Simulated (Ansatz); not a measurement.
The parent structure is PbTe in the rock salt structure (space group Fm-3m, No. 225; a = 6.5353 Å).

The values are results of r2SCAN in Ansatz (plane waves to 500 eV, PAW, no SOC), earlier PAW set, not measurements.

For the base:

| Item | Value |
|---|---|
| Hole mass | 0.57 mₑ along k, 0.088 mₑ across (at L) |
| Electron mass | 0.34 mₑ along k, 0.12 mₑ across (at L) |
| Volume per atom | 34.89 Å³ |

One thing is altered: cell and atoms relaxed at a pressure of 1.5 GPa.

Task: What does the calculation give for the hole mass, electron mass and volume per atom after the change?

Result: The hole mass becomes 0.53 mₑ along k, 0.078 mₑ across (at L) (base: 0.57 mₑ along k, 0.088 mₑ across (at L)); the electron mass changes from 0.34 mₑ along k, 0.12 mₑ across (at L) to 0.33 mₑ along k, 0.12 mₑ across (at L); the volume per atom decreases by 1.12 Å³, from 34.89 Å³ to 33.77 Å³.

With Pb and Te present, leaving out spin-orbit coupling can change the band edges. The levels and masses belong to the bands next to the band gap. Load acts through the strain it causes; cell and atoms are relaxed under it. Effective masses come from finite differences of ±0.01 Å⁻¹. Along k means along the line from Γ to the band edge. Whether these cells are dynamically stable was not tested.

Ansatz is a quantum-chemistry and plane-wave program.
